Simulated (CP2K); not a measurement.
Band structure of BaMg₂Sb₂ (P-3m1, 5 atoms in the cell).

```yaml
crystal:
  lattice:
    - [4.79854, 0.00000, 0.00000]
    - [-2.39927, 4.15566, 0.00000]
    - [0.00000, 0.00000, 8.20590]
  atoms:
    - { symbol: Ba, position: [0.00000, 0.00000, 0.00000] }
    - { symbol: Mg, position: [0.66667, 0.33333, 0.37666] }
    - { symbol: Mg, position: [0.33333, 0.66667, 0.62334] }
    - { symbol: Sb, position: [0.66667, 0.33333, 0.73051] }
    - { symbol: Sb, position: [0.33333, 0.66667, 0.26949] }
```

Method: LDA (Pade form), GPW, DZVP-MOLOPT-SR-GTH basis, GTH-PADE potentials (GTH_POTENTIALS) run with CP2K.

Settings: CUTOFF = 1000 Ry; REL_CUTOFF = 60 Ry; KPOINTS/SCHEME = MONKHORST-PACK 6 6 3; GAMMA_CENTERED = T; XC_FUNCTIONAL = PADE; Ba/BASIS_SET = DZVP-MOLOPT-SR-GTH-q10; Ba/POTENTIAL = GTH-PADE-q10; Mg/BASIS_SET = DZVP-MOLOPT-SR-GTH-q10; Mg/POTENTIAL = GTH-PADE-q10; Sb/BASIS_SET = DZVP-MOLOPT-SR-GTH-q5; Sb/POTENTIAL = GTH-PADE-q5; METHOD = GPW; EPS_DEFAULT = 1e-10; EXTRAPOLATION = USE_GUESS.

The starting cell comes from a database of computed structures (which also holds hypothetical and non-ambient phases and stackings), without a prior relaxation at this level. Spin-orbit coupling is off. Values carry the incompleteness of an atom-centred basis.

Problem. Predict the gap along the standard path and the places of the band edges.

Solution. The gap along the path is 0.98 eV, from Γ to M; the smallest direct gap on it is 1.33 eV.

Levels in eV from the top of the valence band on the SCF mesh, bands 17 to 21:
```
point     17     18     19     20    21
-----  -----  -----  -----  -----  ----
Γ      -1.02  -0.11   0.00   0.00  1.33
M      -1.68  -1.62  -1.40  -1.07  0.98
K      -2.83  -1.43  -1.43  -1.33  3.07
A      -0.67  -0.67  -0.56  -0.56  1.25
L      -1.91  -1.71  -0.68  -0.59  1.37
H      -2.42  -2.01  -1.39  -1.39  2.23
```

Higher empty bands are left out: an atom-centred basis made for the valence describes them poorly.
